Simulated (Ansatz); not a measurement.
Density of states of GaAs (F-43m) above the conduction band minimum, r2SCAN with spin-orbit coupling, rigid bands run with Ansatz (a quantum-chemistry and plane-wave program); cell volume 45.3 Å³.

```tsv
energy from edge (eV)	10⁻³ states/eV/cell
0.006	0.28
0.031	0.69
0.056	1.00
0.081	1.29
0.106	1.57
0.131	1.85
0.156	2.17
0.181	2.48
0.206	2.80
0.231	3.15
0.256	3.52
0.281	3.90
0.319	4.50
0.344	4.95
0.369	10.3
0.394	34.2
0.419	47.2
0.444	57.9
0.469	67.5
0.494	76.3
0.519	84.8
0.544	93.2
0.569	101
0.594	110
```

What effective density of states at 300 K does this give (∫ g(E) exp(−E/k_BT) dE, both spins, divided by the cell's size)?

3.3e17 cm⁻³, a density-of-states mass of 0.056 mₑ, valleys and band degeneracy included.

Geometry: cell and atoms relaxed with PBEsol.
